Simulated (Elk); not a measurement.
Input and output of a self-consistent single point for InP (R3m, 2 atoms in the cell) (Elk).

Method of the run: LDA (PW92), all-electron FP-LAPW, Elk's shipped species files, default APW+lo basis in Elk.

```
CELL_PARAMETERS angstrom
      0.00000     2.92619     2.92619
      2.92619     0.00000     2.92619
      2.92619     2.92619     0.00000
ATOMIC_POSITIONS crystal
  In 0.00493 0.00493 0.00493
  P  0.25000 0.25000 0.25000
```

Reference input (self-consistent single point, DFT, LDA (PW92), all-electron FP-LAPW, Elk's shipped species files, default APW+lo basis): swidth = 0.000734986 Ha; ngridk = 3 3 3; rmtscf = 0.92; maxscl = 100. This run's input differs from it in these lines:

```diff
@@ -8,2 +8,8 @@
   0.000734986
+
+epspot
+  3.7e-16
+
+epsengy
+  3.7e-14
```

Output, abridged:

```
│ Self-consistent loop started │
│ Loop number : 1 │
 total energy                :     -6219.57740913
│ Loop number : 2 │
 total energy                :     -6219.65728128
RMS change in Kohn-Sham potential (target) :   0.1512889227     (  0.3700000000E-15)
Absolute change in total energy (target)   :   0.7987214468E-01 (  0.3700000000E-13)
│ Loop number : 3 │
 total energy                :     -6219.89738779
RMS change in Kohn-Sham potential (target) :   0.1236986662     (  0.3700000000E-15)
Absolute change in total energy (target)   :   0.2600745434     (  0.3700000000E-13)
│ Loop number : 4 │
   [... lines left out ...]
Absolute change in total energy (target)   :   0.1335229172E-07 (  0.3700000000E-13)
│ Loop number : 98 │
 total energy                :     -6219.09471591
RMS change in Kohn-Sham potential (target) :   0.2129040658E-08 (  0.3700000000E-15)
Absolute change in total energy (target)   :   0.6437858246E-07 (  0.3700000000E-13)
│ Loop number : 99 │
 total energy                :     -6219.09471581
RMS change in Kohn-Sham potential (target) :   0.2451988872E-08 (  0.3700000000E-15)
Absolute change in total energy (target)   :   0.7843846106E-07 (  0.3700000000E-13)
│ Loop number : 100 │
Reached self-consistent loops maximum

Energies :
 Fermi                       :     0.176033939091
 total energy                :     -6219.09471588

Density of states at Fermi energy :   0.1699207833E-01
 (states/Hartree/unit cell)

Estimated indirect band gap :   0.1429931437E-01
 from k-point      1 to k-point      1
Estimated direct band gap   :   0.1429931437E-01
 at k-point      1

Charges :
 core                        :    40.00000000
 valence                     :    24.00000000
 interstitial                :    4.189873831
 muffin-tins (core leakage)
  species :    1 (In)
   atom    1                 :    46.96367022     (  0.4275559964E-03)
  species :    2 (P)
   atom    1                 :    12.84645595     (  0.8930218691E-03)
 total in muffin-tins        :    59.81012617
 total calculated charge     :    63.99573384
 total charge                :    64.00000000
 error                       :   0.4266162369E-02

│ Self-consistent loop stopped │
```

The run ended unconverged after 100 iterations. 

The starting cell has typed, rounded lattice constants, without a prior relaxation at this level. Its lattice was rescaled by up to half a per cent. One atom was moved a little off its site on purpose. Values depend on the basis (sphere radii, cutoffs, local orbitals), which need not be converged.

Cost on one core of a shared machine: roughly 50 s.
